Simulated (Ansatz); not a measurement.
Results of PBE0 (plane waves, PAW; Ansatz, an electronic-structure program) for CsCl-type TiCo.

Settings: plane-wave cutoff 460 eV, 10×10×10 k mesh, Fermi–Dirac smearing 0.05 eV, no spin polarisation, scalar-relativistic PAW data made under PBE.

Cell (relaxed at this level):

```
CoTi
1.0
    2.93720     0.00000     0.00000
    0.00000     2.93720     0.00000
    0.00000     0.00000     2.93720
Ti Co
1 1
Cartesian
  0.00000   0.00000   0.00000
  1.46860   1.46860   1.46860
```

Task: Estimate the bulk modulus and pressure derivative B′ of the bulk modulus that the calculation returns.

Result: 
* **bulk modulus**: 207 GPa
* **pressure derivative B′ of the bulk modulus**: 4.1

Measured, for comparison: bulk modulus 154 GPa (room temperature, not corrected to a static lattice; as tabulated in Yamada et al. (2019), arXiv:1910.09660). Computed (rounded) less measured: bulk modulus +34 %.

Note: the run has no spin polarisation, so it can have missed a magnetic state.

The computed numbers hold no vibrational or temperature effects.
